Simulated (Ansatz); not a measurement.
Consider AlRu in the CsCl type structure (space group Pm-3m, No. 221; relaxed with 0.1 eV smearing).

```
AlRu
1.0
    2.95452     0.00000     0.00000
    0.00000     2.95452     0.00000
    0.00000     0.00000     2.95452
Al Ru
1 1
Direct
  0.50000   0.50000   0.50000
  0.00000   0.00000   0.00000
```

Cartesian axes are those of the cell as printed.

Computed with Ansatz (a quantum-chemistry and plane-wave program) LDA, no SOC.

Base values:

The shortest interatomic distance is 2.559 Å.

It is then changed as follows: tensile biaxial strain of 0.83 % in the plane normal to [111], as in epitaxy on a mismatched substrate; the out-of-plane cell vector and the atoms relax.

### Question
Predict the new ratio −ε⊥/ε∥.

### Answer
The ratio −ε⊥/ε∥ is 0.63.

### Question
Estimate the effect on the shortest interatomic distance.

### Answer
The shortest interatomic distance decreases by 0.0134 Å (2.559 Å → 2.545 Å).

### Question
How does this affect the in-plane stress?

### Answer
The mean in-plane stress (compression positive) amounts to -3.7 GPa.

Whether these cells are dynamically stable was not tested. All final runs are without spin polarisation.
